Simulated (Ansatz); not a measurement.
# BeTe, element substitutions

Consider BeTe in the zinc blende structure (space group F-43m, No. 216; a = 5.604 Å).

Each row replaces one element on all its sites; cell and atoms are relaxed.

Method: plane-wave PAW DFT at the PBEsol level (Ansatz, a first-principles code, 420 eV), scalar-relativistic without spin-orbit coupling.

```json
[
 {"case": "base", "band gap": "1.84 eV", "lattice parameter a": "5.604 Å"},
 {"case": "Be → Hg", "band gap": "zero", "lattice parameter a": "6.510 Å"},
 {"case": "Te → Sb", "band gap": "zero", "lattice parameter a": "(withheld)"},
 {"case": "Be → Sr", "band gap": "2.71 eV", "lattice parameter a": "7.361 Å"},
 {"case": "Be → Mg", "band gap": "(withheld)", "lattice parameter a": "6.438 Å"}
]
```

### Question
Complete the table.

### Answer

- Te → Sb, lattice parameter a: 5.566 Å
- Be → Mg, band gap: 2.35 eV

With Hg and Te present, leaving out spin-orbit coupling can change the band edges. Stability against distortions was not tested. As relaxed here, BeSb and SrTe are hypothetical phases, not in the database extracts checked. All final runs are without spin polarisation. An odd electron count without spin: BeSb. The zero or small gap of HgTe can change with the level of theory.
